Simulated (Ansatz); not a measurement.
ZnS (R3m, No. 160, 36 atoms in the cell; start mp-1200568; a measured phase of this formula has another space group)

These are r²SCAN+rVV10 (PAW; Ansatz, a quantum-chemistry and plane-wave program) values and carry that method's errors.

Numerical settings: plane-wave cutoff 560 eV, 8×8×8 k mesh, Fermi–Dirac smearing 0.01 eV, scalar-relativistic PAW data made under PBE.

Cell (relaxed at this level):

```
ZnS
1.0
    1.89702     1.09525    55.86745
   -1.89702     1.09525    55.86745
    0.00000    -2.19049    55.86745
Zn S
18 18
Direct
  0.99996   0.99996   0.99996
  0.94444   0.94444   0.94444
  0.88889   0.88889   0.88889
  0.83336   0.83336   0.83336
  0.79630   0.79630   0.79630
  0.72222   0.72222   0.72222
  0.64814   0.64814   0.64814
  0.57408   0.57408   0.57408
  0.53702   0.53702   0.53702
  0.48150   0.48150   0.48150
  0.42594   0.42594   0.42594
  0.35183   0.35183   0.35183
  0.29631   0.29631   0.29631
  0.25924   0.25924   0.25924
  0.18519   0.18519   0.18519
  0.11114   0.11114   0.11114
  0.07408   0.07408   0.07408
  0.03702   0.03702   0.03702
  0.98610   0.98610   0.98610
  0.93055   0.93055   0.93055
  0.87499   0.87499   0.87499
  0.81949   0.81949   0.81949
  0.78243   0.78243   0.78243
  0.70833   0.70833   0.70833
  0.63427   0.63427   0.63427
  0.56021   0.56021   0.56021
  0.52315   0.52315   0.52315
  0.46760   0.46760   0.46760
  0.41205   0.41205   0.41205
  0.33794   0.33794   0.33794
  0.28244   0.28244   0.28244
  0.24538   0.24538   0.24538
  0.17132   0.17132   0.17132
  0.09727   0.09727   0.09727
  0.06021   0.06021   0.06021
  0.02316   0.02316   0.02316
```

```
Item                Result
--------  ----------------
band gap  2.73 eV (direct)
```

The computed numbers hold no vibrational or temperature effects.

A start named mp-… is a Materials Project structure, which need not be a measured phase.
